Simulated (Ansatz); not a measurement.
InP (F-43m) under hydrostatic pressure (compression positive): hole conductivity mass by PBE with spin-orbit coupling, rigid bands (plane waves, PAW; Ansatz, an electronic-structure program). The unloaded cell, whose axes the loads refer to:

```cif
data_In4P4
_chemical_formula_sum 'In4 P4'
_space_group_name_H-M_alt 'F-43m'
_space_group_IT_number 216
_space_group_name_Hall 'F -4 2 3'
_cell_length_a 5.87798
_cell_length_b 5.87798
_cell_length_c 5.87798
_cell_angle_alpha 90.000
_cell_angle_beta 90.000
_cell_angle_gamma 90.000
loop_
_atom_site_label
_atom_site_type_symbol
_atom_site_symmetry_multiplicity
_atom_site_Wyckoff_symbol
_atom_site_fract_x
_atom_site_fract_y
_atom_site_fract_z
_atom_site_occupancy
In1 In 4 a 0.00000 0.00000 0.00000 1
P1 P 4 d 0.75000 0.75000 0.75000 1
```
(The calculation used a cell of 2 atoms; values per cell refer to that cell.)

| hydrostatic pressure (compression positive) (GPa) | volume per atom (Å³) | hole conductivity mass (mₑ) |
|---|---|---|
| -3 | 26.71 | 0.612 |
| -2 | 26.22 | ? |
| -1 | 25.79 | 0.584 |
| 0 | 25.39 | 0.572 |
| 1 | 25.03 | 0.562 |
| 2 | 24.69 | 0.553 |
| 4 | 24.08 | 0.536 |
| 6 | 23.55 | 0.522 |

**Question.** Fit a straight line to ln(hole conductivity mass) against the load over the rows given, and predict the row at -2 GPa.

**Answer.** The means are x̄ = 1.286 GPa and ȳ = -0.5757; Σ(x − x̄)(y − ȳ) = -0.9639 and Σ(x − x̄)² = 55.43, so the slope is -1.74 % per GPa, and the rows given lie within 1.0 % of the line. At -2 GPa the line gives 0.595 mₑ; the calculation gives 0.597 mₑ, 0.27 % from it.

Masses are for dilute carriers at 300 K, harmonic means over directions unless an axis is named. Stresses and pressures are the targets of the relaxation. The structure type is held at every load. Geometry: cell and atoms relaxed with PBEsol.
